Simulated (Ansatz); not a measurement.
Results of PBE (PAW; Ansatz, a first-principles code) for corundum Ga2O3 (metastable phase).

Run with plane-wave cutoff 520 eV, 8×8×8 k mesh, Fermi–Dirac smearing 0.01 eV, scalar-relativistic PAW data made under PBE.

Cell (relaxed at this level):

```cif
data_Ga4O6
_chemical_formula_sum 'Ga4 O6'
_space_group_name_H-M_alt 'P 1'
_space_group_IT_number 1
_cell_length_a 5.39883
_cell_length_b 5.39883
_cell_length_c 5.39883
_cell_angle_alpha 55.860
_cell_angle_beta 55.860
_cell_angle_gamma 55.860
loop_
_space_group_symop_operation_xyz
  'x, y, z'
loop_
_atom_site_label
_atom_site_type_symbol
_atom_site_fract_x
_atom_site_fract_y
_atom_site_fract_z
_atom_site_occupancy
Ga1 Ga 0.85583 0.85583 0.85583 1
Ga2 Ga 0.35583 0.35583 0.35583 1
Ga3 Ga 0.14417 0.14417 0.14417 1
Ga4 Ga 0.64417 0.64417 0.64417 1
O1 O 0.44690 0.05310 0.75000 1
O2 O 0.05310 0.75000 0.44690 1
O3 O 0.55310 0.94690 0.25000 1
O4 O 0.25000 0.55310 0.94690 1
O5 O 0.94690 0.25000 0.55310 1
O6 O 0.75000 0.44690 0.05310 1
```

### Question
Estimate the bulk modulus B0, band gap, smallest direct gap on the k points sampled and pressure derivative B′ of the bulk modulus that the calculation returns.

### Answer

- bulk modulus B0 = 199 GPa
- band gap = 2.40 eV (indirect)
- smallest direct gap on the k points sampled = 2.64 eV
- pressure derivative B′ of the bulk modulus = 4.5

Measured, for comparison: bulk modulus 220 ± 9 GPa (room temperature, no zero-point or thermal correction, equation of state from high-pressure X-ray diffraction, our sources range from 220 to 252; as tabulated in Phys. Rev. B 77, 094123 (2008), gallium oxide under pressure (UNLV record)). Computed (rounded) less measured: bulk modulus not scored (sources differ).

Note: the bulk modulus comes from volumes at which shape and atoms were relaxed.

Spin–orbit coupling is not included.

Computed values are for the static lattice.

Cost on a shared machine: roughly 10 core-minutes.
